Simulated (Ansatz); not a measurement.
Start from Nb in the bcc (W type) structure (space group Im-3m, No. 229; a = 3.304 Å; relaxed with 0.1 eV smearing).

Level of theory: r2SCAN (Ansatz, an electronic-structure program; PAW; 500 eV plane waves; spin-orbit coupling left out).

Before the change:

```
Item        Value
--------  -------
Pressure  0.0 GPa
```

It is then changed as follows: an isotropic linear strain of −1.00 %, atoms relaxed at fixed cell.

### Question
Estimate the effect on the pressure and energy relative to the base.

### Answer
The pressure goes from zero to 5.5 GPa; the energy grows by 9.0 meV/atom.

Whether these cells are dynamically stable was not tested. All final runs are without spin polarisation.
